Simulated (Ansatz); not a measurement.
An Ansatz (an electronic-structure program) run: a single point on MgO, its geometry relaxed with r2SCAN; Ansatz HSE06, spin-orbit coupling left out.

Input:

Ansatz 0.2 input:
```yaml
crystal:
  lattice:
    - [0, 2.1021908695, 2.1021908695]
    - [2.1021908695, 0, 2.1021908695]
    - [2.1021908695, 2.1021908695, 0]
  atoms:
    - { symbol: O, position: [0, 0, 0] }
    - { symbol: Mg, position: [0.5, 0.5, 0.5] }
basis: { ecutwfc: 420, ecutrho_ratio: 4, xc_grid: 2, fft_grid_basis: typed }
kpoints: { mp_grid: { grid: [8, 8, 8] } }
hamiltonian:
  xc: hse06
  dispersion: none
  pseudopotentials: { kind: paw }
scf: { occupations: { method: fermi_dirac, width: 0.01 } }
output: { eigenvalues: true, eigenstates: { kpoints: [[0, 0, 0], [0.5, 0.5, 0.5], [0.5, 0, 0.5]] } }
```

Output (explanatory and most iteration lines left out):

```
Pseudopotential: O, paw, valence charge 6
Pseudopotential: Mg, paw, valence charge 10
Crystal: 2 atoms, lattice volume = 18.580 Å³
Basis set: ecut = 420 eV, 339 PW (Γ), exchange–correlation on 40×40×40 points (8 copies of the dense FFT grid, shifted against one another)
Bands: 12, of which v1, the nominal top of the filled ones, is band 8 counted from 1 (7 counted from 0)
Symmetry: 48 space group operations
Space group: Fm-3m (ITA 225), of the structure as read, at distance tolerance 2.6e-5 Å
k-points: 29 of 512
Functional: x = pbe(κ = 0.804, μ = 0.2195149727645171), c = pbe(β = 0.06672455060314922), warm-up for x = pbe(κ = 0.804, μ = 0.2195149727645171) + 0.25 (exact …
SCF iter   1: F=—  HF=-2494.128384 eV  |F-HF|=—  |Δ(HF+E_count)|=         —  Δρ=6.86e-4  dr2=3.43e-5  ethr=1.77e-3  ⟨swp⟩=2.1  Hψ=2265  notcnv=0
SCF iter   2: F=-2494.128535 eV  HF=-2494.128497 eV  |F-HF|=3.85e-5  |Δ(HF+E_count)|=   1.13e-4  Δρ=3.10e-4  dr2=4.76e-6  ethr=2.14e-7  ⟨swp⟩=4.0  Hψ=855  notcnv=0  defer=8
SCF 1 stopped early in 2 iterations: F = -2494.128535 eV  dr2 = 4.76e-6
Crystal: 2 atoms, lattice volume = 18.580 Å³
Functional: x = pbe(κ = 0.804, μ = 0.2195149727645171) + 0.25 (exact − pbe) at short range (hse, ω = 0.20786987370883472 Å⁻¹), c = pbe(β = 0.06672455060314922); HSE06 as pw.x's `hse` composes it (authors' and Libxc's form: `xc: wpbeh`)
SCF iter   1: F=—  HF=-2494.348366 eV  |F-HF|=—  |Δ(HF+E_count)|=         —  Δρ=7.75e-3  dr2=5.61e-3  ethr=2.98e-7  ⟨swp⟩=5.9  Hψ=1641  notcnv=0
SCF iter   2: F=—  HF=-2494.346125 eV  |F-HF|=—  |Δ(HF+E_count)|=   2.24e-3  Δρ=3.77e-3  dr2=1.19e-3  ethr=2.98e-7  ⟨swp⟩=3.2  Hψ=937  notcnv=0
SCF 2 stopped early in 6 iterations: F = -2494.348992 eV  dr2 = 1.87e-6
Crystal: 2 atoms, lattice volume = 18.580 Å³
SCF iter   1: F=—  HF=-2494.348958 eV  |F-HF|=—  |Δ(HF+E_count)|=         —  Δρ=7.21e-5  dr2=8.30e-7  ethr=1.15e-6  ⟨swp⟩=2.1  Hψ=699  notcnv=0
SCF iter   2: F=-2494.348958 eV  HF=-2494.348958 eV  |F-HF|=2.74e-8  |Δ(HF+E_count)|=   2.38e-7  Δρ=1.78e-5  dr2=4.42e-8  ethr=1.29e-10  ⟨swp⟩=2.7  Hψ=1479  notcnv=0  defer=2
SCF 3 converged in 2 iterations: F = -2494.348958 eV  dr2 = 4.42e-8
Free energy (F): -2494.348958 eV
Internal energy: -2494.348958 eV  (E = F + TS)
E sigma→0 (E₀):  -2494.348958 eV
Fermi energy:    10.223840 eV
```

Single points use the geometry relaxed with r2SCAN. Whether these cells are dynamically stable was not tested. The cell is MgO in the rock salt structure (space group Fm-3m, No. 225).
